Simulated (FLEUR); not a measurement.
Band structure of TiSi2 (Cmcm, 6 atoms in the cell).

```xyz
6
Lattice="1.7757 -6.7998 0.0000 1.7757 6.7998 0.0000 0.0000 0.0000 3.5866" Properties=species:S:1:pos:R:3 pbc="T T T"
Ti     1.7757    -5.3974     2.6899
Ti     1.7757     5.3974     0.8966
Si     1.7757    -0.7922     2.6899
Si     1.7757     0.7922     0.8966
Si     1.7757     3.4041     2.6899
Si     1.7757    -3.4041     0.8966
```

Level of theory: FLEUR with PBE, all-electron FLAPW (FLEUR), scalar-relativistic valence.

Settings: Kmax = 4.1 1/bohr; GmaxXC = 16.4 1/bohr; xcFunctional = pbe; jspins = 1; l_soc = F; mode = hist; fermiSmearingEnergy = 0.00734986 Htr; mesh (inpgen div1-3) = 7 7 7; inpgen gamma flag = false; Gmax = 16.4 1/bohr; numbands = 0; maxIterBroyd = 25; imix = Anderson; alpha = 0.05.

The starting cell comes from a database of computed structures (which also holds hypothetical and non-ambient phases and stackings), without a prior relaxation at this level. Its lattice was rescaled by a random factor within 2.5 % of one. Spin polarisation is off. Values depend on the basis (sphere radii, cutoffs, local orbitals), which need not be converged.

Levels in eV from the Fermi level, bands 17 to 24:
```csv
point,17,18,19,20,21,22,23,24
Γ,-2.10,-2.07,-2.07,0.47,0.64,0.81,0.88,1.35
X,-1.69,-1.10,-0.75,-0.70,-0.22,1.10,1.40,1.53
S,-1.63,-1.45,-0.64,-0.56,-0.52,1.11,1.43,1.62
R,-3.19,-3.19,-2.40,-2.40,1.72,1.72,1.84,1.84
A,-3.33,-3.33,-2.32,-2.32,1.76,1.76,1.84,1.84
Z,-1.59,-1.59,-0.04,-0.04,0.82,0.82,1.46,1.46
Y,-2.47,-1.94,-1.15,0.39,0.64,0.74,0.90,1.06
X1,-1.69,-1.10,-0.75,-0.70,-0.22,1.10,1.40,1.53
A1,-3.33,-3.33,-2.32,-2.32,1.76,1.76,1.84,1.84
T,-2.00,-2.00,-0.85,-0.85,0.45,0.45,1.63,1.63
```
